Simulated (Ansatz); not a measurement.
Consider Cs in the bcc (W type) structure (space group Im-3m, No. 229; relaxed with 0.1 eV smearing).

```
CELL_PARAMETERS angstrom
     -3.08062     3.08062     3.08062
      3.08062    -3.08062     3.08062
      3.08062     3.08062    -3.08062
ATOMIC_POSITIONS crystal
  Cs 0.00000 0.00000 0.00000
```

Computed with PBE (Ansatz, a quantum-chemistry and plane-wave program; PAW; 420 eV plane waves; spin-orbit coupling left out).

For the base:

The pressure comes out as 0.0 GPa.

Perturbation: an isotropic linear strain of +1.00 %; the atoms relax in the strained cell.

What does the calculation give for the energy relative to the base after the change?

The energy grows by 0.7 meV/atom.

Predict the new pressure.

The pressure stays essentially unchanged (0.0 GPa against -0.1 GPa).

Whether these cells are dynamically stable was not tested. The final runs are not spin-polarised.
